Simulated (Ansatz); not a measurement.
**Response to strain in MgS**

The reference is MgS in the rock salt structure (space group Fm-3m, No. 225).

```yaml
crystal:
  lattice:
    - [0.00000, 2.60256, 2.60256]
    - [2.60256, 0.00000, 2.60256]
    - [2.60256, 2.60256, 0.00000]
  atoms:
    - { symbol: S, position: [0.00000, 0.00000, 0.00000] }
    - { symbol: Mg, position: [0.50000, 0.50000, 0.50000] }
```

Cartesian axes are those of the cell as printed.

Strains are applied to the cell and any free atomic positions relax; under biaxial strain the out-of-plane vector relaxes too.

Method: r2SCAN (Ansatz, an electronic-structure program, PAW, no spin-orbit coupling), earlier PAW set.

Candidates:
(a) uniaxial strain ε_yy = −1.25 %
(b) biaxial strain −4.72 %, plane normal [001], relaxed out of plane
(c) isotropic strain −4.33 %
(d) biaxial strain −2.20 %, plane normal [001], relaxed out of plane

Before the change:

```
Quantity   Result
--------  -------
Band gap  3.47 eV
```

Question: Order them by band gap, highest first.

Answer: (c) isotropic strain −4.33 % (3.74 eV), (a) uniaxial strain ε_yy = −1.25 % (3.43 eV), (d) biaxial strain −2.20 %, plane normal [001], relaxed out of plane (3.38 eV), (b) biaxial strain −4.72 %, plane normal [001], relaxed out of plane (3.33 eV)

No phonon test of stability was made.
